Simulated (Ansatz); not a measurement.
Levels about the gap of amorphous Hf₁₈O₃₉Y₂ (59 atoms in a cell of 762 Å³, 8.75 g/cm³; zone centre alone, so wide bands show as single levels with stretches between that a denser mesh fills), at the geometry that PBE relaxed, where it gives 3.6 GPa on a denser mesh. The participation number counts the atoms over which a state spreads; weights are charges in smoothed Voronoi cells. The levels come from a single point, so bond lengths are those of that geometry. Method of the levels: PBE, scalar-relativistic without spin-orbit coupling (Ansatz, an electronic-structure program). Sampling: the zone centre alone; Fermi-Dirac width 0.02 eV; no spin polarisation. At PBE the levels at the filled edge of the gap are localised (band-tail or defect states), and the nearest spread-out levels lie 3.9 eV apart at the zone centre.

It comes from a melt-quench run on a machine-learned potential (CHGNet), relaxed afterwards by DFT. O atoms were pushed apart under 1.9 Å during the dynamics, to hinder bonds among them. The hot cell started wider than the set density and was brought back towards it in steps. It is the lowest in DFT energy of 2 quenches. It is a model cell: composition and starting density were chosen by hand, and all elements were melted together. No dispersion term was used. Its density started from a set value of 8.63 and ended at 8.75 g/cm³. The quench (nominally 450 K/ps over its main leg) was far faster than any real one, so the model tends to hold more defects than a real film. Values belong to this one cell and scatter from quench to quench. Volume and shape were free in the relaxation. Stress components on the final sampling reach 6.0 GPa. On a 2×2×2 Γ-centred mesh force components of up to 0.12 eV/Å stay, since the relaxation ran on the zone centre alone. Cycles of charging lowered its energy after that relaxation.

```tsv
E - E(highest filled), eV	filling	participation number	largest on	weight O	weight Hf	weight Y
-0.51	filled	18.7	O, 3 neighbours	0.93	0.06	0.01
-0.48	filled	20.9	O, 3 neighbours	0.94	0.05	0.01
-0.35	filled	13.3	O, 3 neighbours	0.94	0.06	0.00
-0.30	filled	17.2	O, 3 neighbours	0.94	0.05	0.01
-0.26	filled	12.4	O, 2 neighbours	0.95	0.04	0.01
-0.12	filled	9.1	O, 3 neighbours	0.93	0.04	0.02
0.00	filled	6.7	O, 3 neighbours	0.94	0.06	0.00
3.64	empty	11.5	Hf, 8 neighbours	0.44	0.41	0.15
4.04	empty	24.0	Hf, 6 neighbours	0.43	0.56	0.01
4.16	empty	23.2	Hf, 7 neighbours	0.40	0.59	0.01
4.22	empty	28.0	Hf, 7 neighbours	0.40	0.57	0.03
4.30	empty	29.4	Hf, 7 neighbours	0.39	0.58	0.03
4.42	empty	31.9	Hf, 6 neighbours	0.42	0.56	0.02
4.46	empty	19.2	Hf, 7 neighbours	0.39	0.58	0.03
```

Most localised among these is the filled level at +0.00 eV, on a O atom, which has 3 neighbours (Hf 2.06 Å, Hf 2.12 Å, Hf 2.25 Å).
